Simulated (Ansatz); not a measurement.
GaSe: uniaxial strain ε_xx = −1.22 %

The reference is GaSe in the beta-GaS type structure (space group P6_3/mmc, No. 194; a = 3.705 Å, c = 15.508 Å; layered, stacked along the Cartesian z axis). Axes: x lies along a and z along c of the hexagonal cell.

Perturbation: the cell is compressed by 1.22 % along x with no lateral relaxation, atoms relaxed at fixed cell.

Method: PBEsol-D3(BJ), PAW, 420 eV (Ansatz, an electronic-structure program; without spin-orbit coupling), earlier PAW set. Settings: 10×10×3 k-points, 0.05 eV Fermi–Dirac smearing.

```json
[
 {"quantity": "volume per atom", "base": "23.04 Å³", "changed": "22.76 Å³", "shift": "-0.28 Å³"},
 {"quantity": "space group", "base": "P6_3/mmc (No. 194)", "changed": "Cmcm (No. 63)", "shift": "–"},
 {"quantity": "shortest interatomic distance", "base": "2.412 Å", "changed": "2.410 Å", "shift": "-0.002 Å"},
 {"quantity": "energy relative to the base (free energy F)", "base": "0 meV/atom", "changed": "+1.1 meV/atom", "shift": "+1.1 meV/atom"},
 {"quantity": "band gap", "base": "0.82 eV", "changed": "0.82 eV", "shift": "0.00 eV"},
 {"quantity": "gap character", "base": "–", "changed": "indirect, Γ → S", "shift": "–"},
 {"quantity": "smallest direct gap", "base": "0.93 eV", "changed": "1.06 eV", "shift": "+0.13 eV"},
 {"quantity": "hole mass", "base": "0.075 mₑ along c, 1.5 mₑ across (at Γ)", "changed": "1.9 mₑ along x, 1.6 mₑ along y, 0.079 mₑ along z (at Γ)", "shift": "–"},
 {"quantity": "valence-band top at Γ (three highest levels, from the VBM)", "base": "0.00, -1.24, -1.24 eV", "changed": "0.00, -1.12, -1.21 eV", "shift": "–"},
 {"quantity": "largest internal atomic displacement", "base": "–", "changed": "0.016 Å", "shift": "–"},
 {"quantity": "stress (xx, yy, zz, yz, xz, xy; compression positive)", "base": "–", "changed": "(1.30, 0.36, 0.16, 0.00, 0.00, 0.00) GPa", "shift": "–"}
]
```

Effective masses come from finite differences of ±0.01 Å⁻¹. Whether these cells are dynamically stable was not tested. Labels are those of the standard path for the cell's own space group.
